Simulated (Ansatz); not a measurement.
Consider CoPtO$_{2}$ (space group R-3m, No. 166; a = 2.8086 Å, c = 17.7184 Å (hexagonal axes); non-magnetic).

Calculations: Kohn–Sham DFT with the PBEsol functional, run in Ansatz (a first-principles code) with PAW and 420 eV plane waves, no spin-orbit coupling, earlier PAW set.

Base values:

| Item | Value |
|---|---|
| Magnetic state | non-magnetic |
| Largest site moment | 0.00 μB |
| Volume per atom | 10.09 Å³ |

The change: full substitution Co → Ni; the structure is relaxed again.

Tabulated Pauling electronegativity and covalent radius: Co 1.88, 1.26 Å; Ni 1.91, 1.24 Å.

**Question.** What does the calculation give for the magnetic state, largest site moment and volume per atom after the change?

**Answer.** The magnetic state goes from non-magnetic to ferromagnetic; the largest site moment goes from zero to 0.80 μB; the volume per atom grows by 0.366 Å³ to 10.45 Å³.

No phonon test of stability was made. For NiPtO2 in this form, whether it has been made was not checked. Seeded moments were not kept for the base. No Hubbard U is applied and the magnetic state is the run's own (NiPtO2 ferromagnetic; CoPtO2 non-magnetic); small cells can't hold the antiferromagnetic order that many such compounds have, so gaps and moments can be off. Spin-polarised in the final run: NiPtO2; the other runs are not. An odd electron count without spin: CoPtO2.
